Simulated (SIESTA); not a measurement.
A self-consistent single point of Co₂O₃F (C2/m, 12 atoms in the cell) with SIESTA.

Level of theory: SIESTA with LDA PW92, numerical atomic orbitals DZP, PseudoDojo LDA standard norm-conserving potentials (rewritten from UPF to PSML).

```xyz
12
Lattice="4.4480 -3.0423 0.0000 4.4480 3.0423 0.0000 -4.0206 0.0000 4.4317" Properties=species:S:1:pos:R:3 pbc="T T T"
Co     3.6255     0.0000     1.2520
Co     1.2498     0.0000     3.1797
Co    -2.0103     0.0000     2.2159
Co     0.0000     0.0000     0.0000
O     -0.1516     0.0000     1.9033
O      5.0269     0.0000     2.5284
O      2.4377    -1.2250     2.2159
O      2.4377     1.2250     2.2159
O      4.4480    -1.1947     0.0000
O      4.4480     1.1947     0.0000
F     -1.9471     0.0000     4.2650
F      6.8225     0.0000     0.1667
```
Moments meant for the start (each program seeds them in its own way; μB, in the order of the atoms Co Co Co Co O O O O O O F F): 3.0 3.0 3.0 3.0 0.0 0.0 0.0 0.0 0.0 0.0 0.0 0.0.

Reference input (self-consistent single point, DFT, LDA PW92, numerical atomic orbitals DZP, PseudoDojo LDA standard norm-conserving potentials (rewritten from UPF to PSML)): XC.functional = LDA; XC.authors = PW92; potentials = PseudoDojo LDA standard; PAO.BasisSize = DZP; PAO.EnergyShift = 0.005 Ry; MeshCutoff = 300 Ry; kgrid.MonkhorstPack = 6 6 6; OccupationFunction = FD; ElectronicTemperature = 100 meV; Spin = polarized; MaxSCFIterations = 150; SCF.Mixer.Method = Pulay. This run's input differs from it in these lines:

```diff
@@ -36,3 +36,3 @@
 PAO.BasisSize                DZP
-PAO.EnergyShift              0.005 Ry
+PAO.EnergyShift              0.02 Ry
 MeshCutoff                   300 Ry
```

Output, abridged:

```
        iscf     Eharris(eV)        E_KS(eV)     FreeEng(eV)     dDmax    Ef(eV) dHmax(eV)
   scf:    1   -20395.472128   -20558.153975   -20558.628364  0.629434  0.855496 36.772117
     spin moment: {S} , |S| = {        0.0        0.0   13.82172 }    13.82172
   scf:    2   -20578.846366   -20587.467727   -20587.864474  0.467151 -1.192286 37.631714
     spin moment: {S} , |S| = {        0.0        0.0   12.21713 }    12.21713
   scf:    3   -20372.912879   -20559.340770   -20559.630506  0.956817 -2.386303 48.476970
     spin moment: {S} , |S| = {        0.0        0.0   11.23617 }    11.23617
   [... lines left out ...]
     spin moment: {S} , |S| = {        0.0        0.0    3.63098 }     3.63098
   scf:  148   -20648.312760   -20648.324427   -20648.657254  0.009985 -4.628190  0.613582
     spin moment: {S} , |S| = {        0.0        0.0    3.47202 }     3.47202
   scf:  149   -20648.455330   -20648.356836   -20648.680012  0.049363 -4.657951  0.045171
     spin moment: {S} , |S| = {        0.0        0.0    4.33343 }     4.33343
   scf:  150   -20648.376402   -20648.360537   -20648.679648  0.016396 -4.665823  0.030961
     spin moment: {S} , |S| = {        0.0        0.0    4.64734 }     4.64734
SCF_NOT_CONV: SCF did not converge in maximum number of steps (required).
SCF_NOT_CONV: SCF did not converge in maximum number of steps (required).
Geom step, scf iteration, dDmax, dHmax:    0   150      0.016396     0.002276
Geom step, scf iteration, dDmax, dHmax:    0   150      0.016396     0.002276

ABNORMAL_TERMINATION
ABNORMAL_TERMINATION
Stopping Program from Node:    0
Stopping Program from Node:    0
```

The run ended unconverged after 150 iterations. 

The starting cell comes from a database of computed structures (which also holds hypothetical and non-ambient phases and stackings), without a prior relaxation at this level. Values carry the incompleteness of an atom-centred basis.

Cost on one core of a shared machine: roughly 20 min.
